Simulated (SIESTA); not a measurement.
Band structure of SiRu (P2_13, 8 atoms in the cell).

```xyz
8
Lattice="4.7985 0.0000 0.0000 0.0000 4.7985 0.0000 0.0000 0.0000 4.7985" Properties=species:S:1:pos:R:3 pbc="T T T"
Si     0.7794     1.6199     3.1786
Si     1.6199     3.1786     0.7794
Si     3.1786     0.7794     1.6199
Si     4.0192     4.0192     4.0192
Ru     4.1776     3.0202     1.7783
Ru     3.0202     1.7783     4.1776
Ru     1.7783     4.1776     3.0202
Ru     0.6210     0.6210     0.6210
```

Method of the run: GGA PBE, numerical atomic orbitals DZP, PseudoDojo PBE standard norm-conserving potentials (rewritten from UPF to PSML) run with SIESTA.

Settings: XC.functional = GGA; XC.authors = PBE; potentials = PseudoDojo PBE standard; PAO.BasisSize = DZP; PAO.EnergyShift = 0.005 Ry; MeshCutoff = 400 Ry; kgrid.MonkhorstPack = 6 6 6; OccupationFunction = FD; ElectronicTemperature = 0.02 eV; MaxSCFIterations = 150; SCF.Mixer.Method = Pulay; SCF.Mixer.Weight = 0.1; SCF.Mixer.History = 8; SCF.DM.Tolerance = 1.0E-04.

The starting cell comes from a database of computed structures (which also holds hypothetical and non-ambient phases and stackings), without a prior relaxation at this level. Its lattice was rescaled by a random factor within 2.5 % of one. Spin polarisation is off. Values carry the incompleteness of an atom-centred basis.

### Question
Predict the gap along the standard path and the places of the band edges.

### Answer
The gap along the path is 0.21 eV, from a point between Γ and X to a point between M and Γ; the smallest direct gap on it is 0.31 eV.

Levels in eV from the top of the valence band on the path, bands 37 to 41:
```tsv
point	37	38	39	40	41
Γ	-0.44	-0.44	-0.25	-0.25	0.92
X	-0.80	-0.80	-0.12	-0.12	0.28
M	-1.52	-1.52	-0.75	-0.75	0.99
R	-0.97	-0.97	-0.97	-0.97	0.67
```

Higher empty bands are left out: an atom-centred basis made for the valence describes them poorly.
